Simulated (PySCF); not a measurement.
PySCF 2.14.0, PBE0/def2-svp, df: Mo(F)2(H)4 ([F][MoH4][F]), 7 atoms. The geometry is a generated start, not checked to be a minimum at this level.

```yaml
task: energy
method: pbe0
basis: def2-svp
two_electron_scheme: density fitting
mol.max_memory: 3000 MB
mf.max_cycle: 100
mf.init_guess: minao (default)
mf.DIIS: CDIIS (default)
mf.conv_tol: 1e-09 (default)
mf.grids.level: 3 (default)
effective_core_potentials: those of the basis set, past Kr
basis_functions: 79
grid_points: 90200
```

```xyz
7

Mo    -0.0106     0.0431     0.0632
F      0.7979     1.4409     0.7134
F     -1.1144     0.0584     1.4085
H     -0.8130    -1.3016    -0.5344
H     -0.9527     0.7920    -1.0400
H      1.0178    -1.1011     0.6028
H      1.0749     0.0682    -1.2136
```

Charge 0 and multiplicity 1 are set for this test and not shown to be the ground state.

One run each on 2 threads, 1 BLAS thread. Values of diis_space tried: 3, 5, 8 (default), 12, 20.

**Question.** Which value of diis_space needs the fewest Fock builds, and what happens away from it?

**Answer.** Fewest Fock builds, within one of each other: 5 with 13, 8 (default) with 13, 12 with 13, 20 with 13. The count rises to 20 at 3. All converge to one solution.

```json
[
 {"diis_space": "3", "Fock builds": "20", "end": "same solution"},
 {"diis_space": "5", "Fock builds": "13", "end": "same solution"},
 {"diis_space": "8 (default)", "Fock builds": "13", "end": "same solution"},
 {"diis_space": "12", "Fock builds": "13", "end": "same solution"},
 {"diis_space": "20", "Fock builds": "13", "end": "same solution"}
]
```
